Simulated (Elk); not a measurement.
Elk is run on LaTc (P4/mmm, 2 atoms in the cell), and the run fails. The aim is a self-consistent single point with DFT, PBE, all-electron FP-LAPW, Elk's shipped species files, LAPW+lo basis.

Input as run:

```
tasks
  0

xctype
  20

rgkmax
  7.5

gmaxvr
  16.0

nxoapwlo
  1

stype
  7

swidth
  0.00734986

avec
    6.7270224920    0.0000000000    0.0000000000
    0.0000000000    6.7270224920    0.0000000000
    0.0000000000    0.0000000000    8.8172032050

atoms
  2   : nspecies
  'La.in'   : spfname
  1   : natoms; atposl, bfcmt below
  0.5000000000  0.5000000000  0.5000000000    0.0 0.0 0.0
  'Tc.in'   : spfname
  1   : natoms; atposl, bfcmt below
  0.0000000000  0.0000000000  0.0000000000    0.0 0.0 0.0

ngridk
  6 6 5
```

Log, with long lists cut:

```
│ Elk code version 10.2.4 started │

│ Current task : 0 │

Info(findsymcrys): atomic basis shift (lattice) :
  0.5000000000      0.5000000000      0.5000000000
See GEOMETRY.OUT for new atomic positions

Error(getsdata): stype not defined :        7
```

From the messages shown, name the fault and mend the input.

The fault is a value outside the range that the key allows. The key takes a closed set or range of values. To fix it, use an allowed value. The program stopped before any SCF iteration.

The sound input it was made from differs as follows (other fixes are possible):
```diff
-  7
+  1
```

With that input, the run converged in 19 iterations: total energy -347881.2178 eV; Fermi level (on the code's own zero) 7.28 eV (DFT, PBE, all-electron FP-LAPW, Elk's shipped species files, LAPW+lo basis).

On the sound input: the starting cell was generated: these elements placed on a structure prototype, without a prior relaxation; it need not be a known phase or ordering of this composition. Spin polarisation is off. Values depend on the basis (sphere radii, cutoffs, local orbitals), which need not be converged.
